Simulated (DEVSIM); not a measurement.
Structure: W/SiO2/p-InP capacitor, at 400 K.

```csv
layer (left to right),material,thickness (nm),Na (cm⁻³)
1,SiO2,7.70,-
2,InP,11000,3.2e15
```

Metal gate on the left, work function 4.6 eV. Fixed charge at the semiconductor interface 0 cm⁻² (in units of +e); interface traps 2.8e10 cm⁻² eV⁻¹, uniform in energy, neutral level at 0.7 of the gap above the valence band.

This is a model device: material constants are rounded textbook-type values typed into the input, and sizes, dopings and lifetimes were drawn at random. Values at 300 K; Nc and Nv go as T^1.5, mobilities as T to minus their exponent, the gap by Varshni's rule with the affinity fixed.

| parameter | SiO2 | InP |
|---|---|---|
| gap (eV) | 9 | 1.344 |
| affinity (eV) | 0.9 | 4.38 |
| permittivity | 3.9 | 12.5 |
| Nc (cm⁻³) | - | 5.7e17 |
| Nv (cm⁻³) | - | 1.1e19 |
| Varshni α (eV/K) | - | 0.000363 |
| Varshni β (K) | - | 162 |

DEVSIM, 1D Poisson equation in equilibrium, Boltzmann statistics, complete ionisation; no quantum confinement or tunnelling. Metal contacts follow the ideal Schottky-Mott rule: no Fermi-level pinning, no interface dipoles.

Base results: minimum of the low-frequency capacitance (μF/cm²) 0.0247; capacitance of the dielectric stack (μF/cm²) 0.448; threshold voltage (band bending 2φF) (V) 0.10; flat-band voltage (V) -0.80.

Task: What follows from this one change: interface trap density 2.8e+10 → 1e+12 cm^-2 eV^-1?

Result: minimum of the low-frequency capacitance 0.0247 → 0.129 μF/cm²; capacitance of the dielectric stack little changed (0.448 μF/cm²); threshold voltage (band bending 2φF) 0.10 → 0.17 V; flat-band voltage -0.80 → -1.02 V.

Task: What follows from this one change: SiO2 thickness 0.0077 → 0.0065 μm?

Result: minimum of the low-frequency capacitance little changed (0.0249 μF/cm²); capacitance of the dielectric stack 0.448 → 0.531 μF/cm²; threshold voltage (band bending 2φF) 0.10 → 0.09 V; flat-band voltage little changed (-0.80 V).

Task: What follows from this one change: temperature 400 → 500 K?

Result: minimum of the low-frequency capacitance 0.0247 → 0.0285 μF/cm²; capacitance of the dielectric stack little changed (0.448 μF/cm²); threshold voltage (band bending 2φF) 0.10 → 0.02 V; flat-band voltage -0.80 → -0.68 V.

Task: What follows from this one change: fixed charge 0 → -1.2e+12 cm^-2?

Result: minimum of the low-frequency capacitance little changed (0.0243 μF/cm²); capacitance of the dielectric stack little changed (0.448 μF/cm²); threshold voltage (band bending 2φF) 0.10 → 0.52 V; flat-band voltage -0.80 → -0.37 V.

Task: What follows from this one change: substrate doping 3.2e+15 → 3.2e+14 cm^-3?

Result: minimum of the low-frequency capacitance 0.0247 → 0.0120 μF/cm²; capacitance of the dielectric stack little changed (0.448 μF/cm²); threshold voltage (band bending 2φF) 0.10 → -0.03 V; flat-band voltage -0.80 → -0.72 V.
